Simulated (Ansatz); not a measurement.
## Hypothetical zinc blende PbS: pressure series

Consider PbS in the zinc blende structure (space group F-43m, No. 216; a = 6.648 Å; a hypothetical phase, not in the database extracts checked).

Cell and atoms are relaxed at each pressure.

The values are results of Kohn–Sham DFT with the PBE functional, run in Ansatz (a program for electronic structure) with PAW and 420 eV plane waves, no spin-orbit coupling, not measurements.

| pressure (GPa) | volume per atom (Å³/atom) |
|---|---|
| -2 | 39.193 |
| -1 | 37.857 |
| 0 | 36.723 |
| 0.3 | 36.414 |
| 0.7 | ? |
| 1.5 | 35.316 |
| 5 | 32.815 |
| 7.5 | 31.449 |
| 10 | 30.312 |

Problem. Fit the third-order Birch–Murnaghan form P(V) = (3B₀/2)[(V₀/V)^(7/3) − (V₀/V)^(5/3)]·[1 + (3/4)(B₀′ − 4)((V₀/V)^(2/3) − 1)] (squares taken in P) to the rows shown and predict the withheld row.

Solution. Least squares on the printed values gives V₀ = 36.729 Å³/atom, B₀ = 35.2 GPa, B₀′ = 4.1; this predicts 36.034 Å³/atom, and the run gives 36.027 Å³/atom, 0.007 lower.

Load acts through the strain it causes; cell and atoms are relaxed under it. Stability against distortions was not tested. Competing high-pressure phases were not computed.
